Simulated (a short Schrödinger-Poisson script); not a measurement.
MOS inversion layer, Al2O3 on p-type InP

Stack: MOS inversion layer, Al2O3 on p-type InP, at 400 K.

| layer | material | thickness (nm) | Na (cm⁻³) |
|---|---|---|---|
| 1 | Al2O3 | 1.8 | - |
| 2 | InP | 1500 | 1e17 |

The device is made up for the run: typed textbook-type constants, with dimensions and the other settings drawn at random. Al2O3: permittivity 9, conduction-band edge (eV) 3.03, gap (eV) 6.8, electron mass (mₑ) 0.3. InP: permittivity 12.5, conduction-band edge (eV) 0, gap (eV) 1.344, Nv at 300 K (cm⁻³) 1.1e19.

Channel valleys (confinement mass, in-plane density-of-states mass, number): Γ 0.08, 0.08, 1. At the gate the conduction-band edge of layer 1 lies 3.63 eV − eVg above the Fermi level of the channel; the field vanishes at the back. Gaps are held at their typed values at every temperature. Mesh 0.03 nm at interfaces.

From a short Schrödinger-Poisson script (our own, NumPy): 1D Poisson equation in equilibrium, electrons quantum, Hartree (BenDaniel-Duke, 12 states a valley, the channel's in-plane mass for all, wave functions free to enter the dielectric), parabolic valleys, classical holes, full ionisation, no traps, pinning or gate leakage.

```tsv
Vg (V)	electrons (cm⁻²)	C (μF/cm²)	Γ E0 (meV)	Γ E1 (meV)
0.35	1.57e7	0.100	389.9	471.5
0.45	2.37e8	0.0959	295.8	380.8
0.55	3.62e9	0.106	201.6	289.7
0.65	5.01e10	0.275	110.1	201.5
0.75	3.64e11	0.900	37.2	133.7
0.85	1.07e12	1.37	-10.5	93.8
0.95	2.00e12	1.61	-46.6	66.9
1.05	3.04e12	1.75	-78.4	45.2
1.15	4.16e12	1.85	-108.3	26.5
1.25	5.33e12	1.92	-137.2	9.6
1.35	6.55e12	1.99	-165.6	-5.8
```

Subbands count from the Fermi level.

Above a few 1e12 electrons/cm² a light Γ valley is non-parabolic and upper valleys begin to fill, which the model leaves out.
